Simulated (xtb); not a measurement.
xtb 6.7.1, GFN2-xTB: Hf(Cl)3(OtBu) (CC(C)(C)[O][Hf]([Cl])([Cl])[Cl]), 18 atoms. The geometry is a generated start, not checked to be a minimum at this level.

```yaml
method: GFN2-xTB
"--acc": 1 (default)
"--etemp (K)": 300 (default)
detailed input (--input): "none: ANC optimiser, Lindh (1995) Hessian, microcycle=20, maxdispl=1.0, hlow=0.01 (default)"
basis_functions: 69
valence_electrons: 56
```

```xyz
18

Hf    -0.5224     1.3802     1.5425
Cl     1.5783     2.1082     2.0222
Cl    -1.2257     0.5748     3.5400
Cl    -1.6235     3.3478     1.2866
O     -1.2058     0.2565     0.2814
C     -0.1591    -0.3666    -0.4161
C      0.7261    -1.0888     0.6257
C     -0.7353    -1.3729    -1.4183
C      0.6227     0.7430    -1.1510
H      1.5145    -1.6587     0.1384
H      0.0968    -1.7751     1.1982
H      1.1821    -0.3645     1.3195
H     -1.3157    -2.1230    -0.8882
H      0.0587    -1.8616    -1.9762
H     -1.3958    -0.8578    -2.1111
H      1.0970     1.4266    -0.4309
H     -0.0811     1.3107    -1.7637
H      1.3883     0.3213    -1.7990
```

Charge 0 and multiplicity 1 are set for this test and not shown to be the ground state.

The structure is relaxed from this start with --opt LEVEL for the levels crude, sloppy, loose, lax, normal, tight, vtight, extreme, once each. Up to the end of the extreme run atoms move by at most 0.47 Å along an axis.

Question: Choose the cheapest level whose final energy lies within 20 meV of that of extreme.

Answer: normal: 14 cycles against 21, ending 0.074 meV above.

| level | cycles | energy above the extreme run (meV) | gradient norm (eV/Å) |
|---|---|---|---|
| crude | 1 | 49 | 0.065 |
| sloppy | 1 | 49 | 0.065 |
| loose | 1 | 49 | 0.065 |
| lax | 1 | 49 | 0.065 |
| normal | 14 | 0.074 | 0.021 |
| tight | 15 | 0.059 | 0.023 |
| vtight | 20 | under 0.01 | 0.0032 |
| extreme | 21 | — | 0.0020 |
